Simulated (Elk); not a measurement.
Worked example: self-consistent single point of Li2Pd (P6/mmm, 3 atoms in the cell) in Elk.

Method: PBEsol, all-electron FP-LAPW, Elk's shipped species files, APW+lo basis with extra local orbitals run with Elk 10.2.4.

The change in words: lattice scaled by 0.98. Reference geometry:
```
Li2Pd
1.0
    4.20512     0.00000     0.00000
   -2.10256     3.64174     0.00000
    0.00000     0.00000     2.67986
Li Pd
2 1
Cartesian
  0.00000   2.42783   1.33993
  2.10256   1.21391   1.33993
  0.00000   0.00000   0.00000
```

Reference input (self-consistent single point, DFT, PBEsol, all-electron FP-LAPW, Elk's shipped species files, APW+lo basis with extra local orbitals): xctype = 22; rgkmax = 7.5; swidth = 0.00367493 Ha; ngridk = 9 9 12; gmaxvr = 16 1/bohr; nxlo = 2; lorbcnd = true; lmaxi = 3; maxscl = 100. This run's input differs from it in these lines:

```diff
@@ -28,5 +28,5 @@
 avec
-    7.9465253984   -0.0000000643    0.0000000000
-   -3.9732626435    6.8818928989    0.0000000000
-    0.0000000000    0.0000000000    5.0642014523
+    7.7875950719    0.0000000702    0.0000000000
+   -3.8937975968    6.7442551316    0.0000000000
+    0.0000000000    0.0000000000    4.9629178012
```

Log, with long lists cut:

```
│ Self-consistent loop started │
│ Loop number : 1 │
 total energy                :     -5012.59102596
│ Loop number : 2 │
 total energy                :     -5015.96291523
RMS change in Kohn-Sham potential (target) :    25.66507222     (  0.1000000000E-05)
Absolute change in total energy (target)   :    3.371889273     (  0.1000000000E-03)
│ Loop number : 3 │
 total energy                :     -4989.08431126
RMS change in Kohn-Sham potential (target) :    24.88210151     (  0.1000000000E-05)
Absolute change in total energy (target)   :    26.03563165     (  0.1000000000E-03)
│ Loop number : 4 │
   [... lines left out ...]
Absolute change in total energy (target)   :   0.6074732501E-03 (  0.1000000000E-03)
│ Loop number : 19 │
 total energy                :     -5059.64447028
RMS change in Kohn-Sham potential (target) :   0.1747015535E-05 (  0.1000000000E-05)
Absolute change in total energy (target)   :   0.1583199301E-03 (  0.1000000000E-03)
│ Loop number : 20 │
 total energy                :     -5059.64445640
RMS change in Kohn-Sham potential (target) :   0.7514709215E-06 (  0.1000000000E-05)
Absolute change in total energy (target)   :   0.2570435481E-04 (  0.1000000000E-03)
Convergence targets achieved

│ Loop number : 21 │

Energies :
 Fermi                       :     0.178406022948
 total energy                :     -5059.64444523

Density of states at Fermi energy :    26.08081412
 (states/Hartree/unit cell)

Estimated indirect band gap :   0.8854181180E-03
 from k-point     67 to k-point     45
Estimated direct band gap   :   0.3767247856E-01
 at k-point     23

Charges :
 core                        :    28.00000000
 valence                     :    24.00000000
 interstitial                :    2.797956705
 muffin-tins (core leakage)
  species :    1 (Li)
   atom    1                 :    2.199948950     (   0.000000000    )
   atom    2                 :    2.199948950     (   0.000000000    )
  species :    2 (Pd)
   atom    1                 :    44.80214540     (  0.1556739448E-07)
 total in muffin-tins        :    49.20204330
 total calculated charge     :    52.01039659
 total charge                :    52.00000000
 error                       :   0.1039659426E-01

│ Self-consistent loop stopped │
```

The run converged in 21 iterations. The count includes the last loop, which Elk runs after its targets are met. 

The starting cell comes from a database of computed structures (which also holds hypothetical and non-ambient phases and stackings), without a prior relaxation at this level. For this run, on top of that: lattice scaled by 0.98. Spin polarisation is off. Values depend on the basis (sphere radii, cutoffs, local orbitals), which need not be converged. The log's line on a gap gives a spacing of levels on this mesh, which the program prints for metals too.

Cost on one core of a shared machine: roughly 70 s.
